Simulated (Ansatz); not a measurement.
# What O → C does to HfO2

Start from HfO2 in the fluorite structure (space group Fm-3m, No. 225; a = 5.098 Å).

It is then changed as follows: C takes the place of O on all its sites; the structure is relaxed again.

All numbers come from PBE/PAW in Ansatz (a quantum-chemistry and plane-wave program), no spin-orbit coupling, earlier PAW set. Settings: 15×15×15 k-points, 0.05 eV Fermi–Dirac smearing, for the changed cell.

| quantity | base | changed | shift |
|---|---|---|---|
| volume per atom | 11.04 Å³ | 12.48 Å³ | +1.44 Å³ |
| density | 10.55 g/cm³ | 8.98 g/cm³ | -1.57 g/cm³ |
| lattice parameter a | 5.098 Å | 5.311 Å | +0.2124 Å |
| space group | Fm-3m (No. 225) | Fm-3m (No. 225) | – |
| shortest interatomic distance | 2.208 Å | 2.300 Å | +0.092 Å |
| band gap | 3.75 eV | zero | – |

Final structure:

```
CELL_PARAMETERS angstrom
      0.00000     2.65527     2.65527
      2.65527     0.00000     2.65527
      2.65527     2.65527     0.00000
ATOMIC_POSITIONS crystal
  Hf 0.00000 0.00000 0.00000
  C  0.25000 0.25000 0.25000
  C  0.75000 0.75000 0.75000
```

Cost of the whole job for the changed cell (relaxation, final SCF and bands): around 40 core-seconds (rough).

With Hf present, leaving out spin-orbit coupling can change the band edges. Whether these cells are dynamically stable was not tested. As relaxed here, HfC2 is a hypothetical phase, not in the database extracts checked. The final runs are not spin-polarised. This is not the structure that HfO2 has at room temperature and ambient pressure.
